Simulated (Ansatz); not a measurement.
Consider the following.

```
Si
1.0
    0.00000     2.67356     2.67356
    2.67356     0.00000     2.67356
    2.67356     2.67356     0.00000
Si
2
Cartesian
  1.33678   1.33678   1.33678
  0.00000   0.00000   0.00000
```

Level of theory: PBEsol, rigid bands (plane waves, PAW, scalar-relativistic; Ansatz, an electronic-structure program). Condition of this run: hydrostatic pressure 5 GPa (the target of the relaxation). Geometry: cell and atoms relaxed with PBEsol, then loaded as said.

Task: Predict the electron conductivity mass (n e² τ/σ) at 300 K, by direction if it differs.

Result: 0.28 mₑ.

Task: What conductivity effective mass do dilute holes have at 300 K?

Result: 0.32 mₑ.

Task: And the band gap?

Result: 0.38 eV at this level; semilocal functionals usually fall short of the measured gap.

Rigid bands, one relaxation time for all states, no polarons. Spin-orbit coupling is left out; where it splits the top of the valence band it changes the hole mass and lowers the gap by about a third of the splitting.
